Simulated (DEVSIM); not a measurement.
Device: Ti/Si3N4/p-Si capacitor, at 250 K.

```csv
layer (left to right),material,thickness (nm),Na (cm⁻³)
1,Si3N4,12.0,-
2,Si,470,1.5e18
```

Metal gate on the left, work function 4.33 eV. Fixed charge at the semiconductor interface 0 cm⁻² (in units of +e); no interface traps.

The device is made up for the run: typed textbook-type constants, with dimensions and the other settings drawn at random. Values at 300 K; Nc and Nv go as T^1.5, mobilities as T to minus their exponent, the gap by Varshni's rule with the affinity fixed.

```csv
parameter,Si3N4,Si
gap (eV),5.1,1.124
affinity (eV),2.1,4.05
permittivity,7.5,11.7
Nc (cm⁻³),-,2.86e19
Nv (cm⁻³),-,3.1e19
Varshni α (eV/K),-,0.000473
Varshni β (K),-,636
```

Simulated with DEVSIM: 1D Poisson equation in equilibrium, Boltzmann statistics, complete ionisation; no quantum confinement or tunnelling. Metal contacts follow the ideal Schottky-Mott rule: no Fermi-level pinning, no interface dipoles.

The substrate doping was swept, all else fixed.

```
substrate doping (cm^-3)  minimum of the low-frequency capacitance (μF/cm²)  flat-band voltage (V)
------------------------  -------------------------------------------------  ---------------------
7.5e16                                                               0.0817                  -0.73
1.5e17                                                                    ?                  -0.75
3e17                                                                  0.133                  -0.76
7.5e17                                                                0.184                  -0.78
1.5e18                                                                0.228                  -0.80
3e18                                                                  0.271                  -0.81
```

### Question
Fill in the missing entries.

### Answer

- 1.5e17, minimum of the low-frequency capacitance (μF/cm²): 0.104
